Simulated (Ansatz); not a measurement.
# TiO2 under a change: Ti → V

Consider TiO$_{2}$ in the rutile structure (space group P4_2/mnm, No. 136; a = 4.592 Å, c = 2.939 Å).

One thing is altered: every Ti is replaced by V, then cell and atoms are relaxed.

All numbers come from PBEsol/PAW in Ansatz (a quantum-chemistry and plane-wave program), no SOC, earlier PAW set. k-mesh 10×10×17 (Γ-centred); smearing 0.05 eV (Fermi–Dirac), for the changed cell.

The volume per atom decreases by 0.71 Å³ (10.33 Å³ → 9.62 Å³) and the density goes up by 0.49 g/cm³, from 4.28 g/cm³ to 4.77 g/cm³. The lattice parameter a falls by 5.44 pm (459.2 pm → 453.7 pm) and the c/a ratio falls by 0.022 (0.640 → 0.618). The shortest interatomic distance drops by 3.7 pm to 190.5 pm and the band gap becomes zero (base: 1.87 eV). The magnetic state goes from not spin-polarised to ferromagnetic and the largest site moment goes from zero to 0.79 μB.

Final structure:

```
VO2
1.0
    4.53720     0.00000     0.00000
    0.00000     4.53720     0.00000
    0.00000     0.00000     2.80316
V O
2 4
Direct
  0.50000   0.50000   0.50000
  0.00000   0.00000   0.00000
  0.79898   0.79898   0.50000
  0.29898   0.70102   0.00000
  0.70102   0.29898   0.00000
  0.20102   0.20102   0.50000
```

The magnetic state is the one reached from the starting moments; the real material's order can differ, and small cells can't hold many antiferromagnetic ones. No phonon test of stability was made. No Hubbard U is applied, and correlation can decide whether such a compound is a metal. Spin-polarised in the final run: VO2; the other runs are not.
